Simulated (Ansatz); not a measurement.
Consider HfC in the rock salt structure (space group Fm-3m, No. 225; a = 4.6071 Å; relaxed with 0.1 eV smearing). Axes: x, y, z lie along the cube axes.

Level of theory: PBEsol (Ansatz, a first-principles code; PAW; 420 eV plane waves; without spin-orbit coupling).

Now apply this change: the cell is scaled by 0.9900 in all directions; the atoms relax in the strained cell.

**Question.** Predict the stress tensor and what it implies for the stiffness.

**Answer.** Stress of the strained cell less that of the base (GPa, compression positive):
```
    7.9     0.0     0.0
    0.0     7.9     0.0
    0.0     0.0     7.9
```

Then B = −ΔP/(ΔV/V₀) with ΔV/V₀ = -0.0297 gives secant stiffness values (nonlinear terms included at this strain): B ≈ 267 GPa.

As a check, the harmonic strain energy −½ V₀ Δσ:ε is 9.1 meV/atom; the computed energy rise is 8.8 meV/atom.

No phonon test of stability was made. All final runs are without spin polarisation.
